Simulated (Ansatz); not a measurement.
Base system: InAgTe₂ in the chalcopyrite structure (space group I-42d, No. 122; a = 6.5687 Å, c = 12.9994 Å). Axes: x, y, z lie along a, b, c of the conventional cell.

The values are results of PBE (Ansatz, a program for electronic structure), no spin-orbit coupling, not measurements.

Strains are applied to the cell and any free atomic positions relax; under biaxial strain the out-of-plane vector relaxes too.

One change was made to it. Results:

| quantity | base | after |
|---|---|---|
| energy relative to the base (free energy F) | 0 meV/atom | +6.9 meV/atom |
| pressure (mean of the normal stresses, compression positive) | 0.0 GPa | -0.7 GPa |
| shortest interatomic distance | 281.3 pm | 284.3 pm |

Task: Which of these changes matches the shifts?
A) biaxial strain +0.75 %, plane normal [001], relaxed out of plane
B) biaxial strain +2.25 %, plane normal [001], relaxed out of plane
C) biaxial strain +1.50 %, plane normal [001], relaxed out of plane
D) biaxial strain +3.00 %, plane normal [001], relaxed out of plane

Result: D, biaxial strain +3.00 %, plane normal [001], relaxed out of plane. For comparison, the energy relative to the base in the other runs: biaxial strain +2.25 %, plane normal [001], relaxed out of plane gives +4.0 meV/atom; biaxial strain +0.75 %, plane normal [001], relaxed out of plane gives +0.5 meV/atom; biaxial strain +1.50 %, plane normal [001], relaxed out of plane gives +1.8 meV/atom.

No phonon test of stability was made. All final runs are without spin polarisation.
